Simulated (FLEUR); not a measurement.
Worked example: self-consistent single point of Li2Ga (Cmcm, 6 atoms in the cell) in FLEUR.

Method of the run: PBEsol, all-electron FLAPW (FLEUR), scalar-relativistic valence in FLEUR.

```
Li2Ga
1.0
    2.21189    -4.60412     0.00000
    2.21189     4.60412     0.00000
    0.00000     0.00000     4.24882
Li Ga
4 2
Direct
  0.41809   0.58191   0.25000
  0.58191   0.41809   0.75000
  0.24055   0.75945   0.75000
  0.75945   0.24055   0.25000
  0.07743   0.92257   0.25000
  0.92257   0.07743   0.75000
```

Reference input (self-consistent single point, DFT, LDA (Vosko-Wilk-Nusair), all-electron FLAPW (FLEUR), scalar-relativistic valence): Kmax = 4.3 1/bohr; GmaxXC = 15 1/bohr; xcFunctional = vwn; jspins = 1; l_soc = F; mode = hist; fermiSmearingEnergy = 0.00367493 Htr; mesh (inpgen div1-3) = 6 6 5; inpgen gamma flag = true; Gmax = 15 1/bohr; numbands = 0; maxIterBroyd = 15. This run's input differs from it in these lines:

```diff
@@ -18,3 +18,3 @@
 &comp jspins=1 /
-&exco xctyp='vwn' /
+&exco xctyp='PBEs' /
 &kpt div1=6 div2=6 div3=5 gamma=t /
@@ -31,3 +31,3 @@
       <coreElectrons ctail="T" frcor="F" kcrel="0" coretail_lmax="0"/>
-      <xcFunctional name="vwn" relativisticCorrections="F"/>
+      <xcFunctional name="PBEs" relativisticCorrections="F"/>
       <magnetism jspins="1"/>
```

Output, abridged:

```
 Iteration:     1   Distance:       5.08069473 me/bohr^3
 Iteration:     2   Distance:       4.44598160 me/bohr^3
 Iteration:     3   Distance:       2.25708682 me/bohr^3
 Iteration:     4   Distance:       0.68286146 me/bohr^3
 Iteration:     5   Distance:       0.60031933 me/bohr^3
   [... 5 lines left out ...]
 Iteration:    11   Distance:       0.00185176 me/bohr^3
 Iteration:    12   Distance:       0.00032265 me/bohr^3
 Iteration:    13   Distance:       0.00020767 me/bohr^3
 Iteration:    14   Distance:       0.00000429 me/bohr^3
 Reset of history
 Run finished successfully
 Stop message:
   Structural relaxation: new displacements generated

[file out, last iteration]
             iter=     15
[...]
          total density-effective poten   -6.2363896907E+03
          total charge density-energy d   -1.5572566072E+02
 Updated energy parameters for spin:           1
[...]
 fermi energy and band-weighting factors:

[...]
FERMIE:
          first approx. to ef    (T=0)  :   0.141452 htr   (energy of the highest occ. eigenvalue)
          number of occ. states  (T=0)  :        580
          first approx. to seigv (T=0)  :  -7.409875 htr
          sum of weights of occ. states :  15.005556
          sum of semicore charge        :   0.000000 e
FERHIS:  Fermi-Energy by histogram:
          bandgap                     :   0.002567 htr
   [... lines left out ...]
          charge neutrality (T=0)     :   0.011111    (zero if the highest occ. eigenvalue is "entirely" occupied)
     EF_NEWTON:  Adjust Fermi-Energy by Newton-Method.
 Direct bandgap for spin            1 :    2.3948338432381366E-002  Htr
 ---->    free energy=                     -3915.2293043961 htr
   [... lines left out ...]
 TOTAL FORCE FOR ATOM TYPE=  1  X=  0.000   Y= -7.275   Z=  2.007
                       FX_TOT= 0.000000 FY_TOT= 0.003623 FZ_TOT= 0.000000
 TOTAL FORCE FOR ATOM TYPE=  2  X=  0.000   Y= -4.186   Z= -2.007
                       FX_TOT= 0.000000 FY_TOT=-0.000488 FZ_TOT= 0.000000
 TOTAL FORCE FOR ATOM TYPE=  3  X=  0.000   Y= -1.347   Z=  2.007
                       FX_TOT= 0.000000 FY_TOT=-0.003382 FZ_TOT= 0.000000
```

The run converged in 14 iterations. FLEUR gives forces in its relaxation mode, with a further iteration, so its stop message speaks of a relaxation. Against the reference run the largest force goes from 0.152 to 0.186 eV/Å.

The starting cell comes from a database of computed structures (which also holds hypothetical and non-ambient phases and stackings), without a prior relaxation at this level. Its lattice was rescaled by a random factor within 2.5 % of one. Values depend on the basis (sphere radii, cutoffs, local orbitals), which need not be converged. The log's line on a gap gives a spacing of levels on this mesh, which the program prints for metals too.

Cost on one core of a shared machine: roughly 4 min.
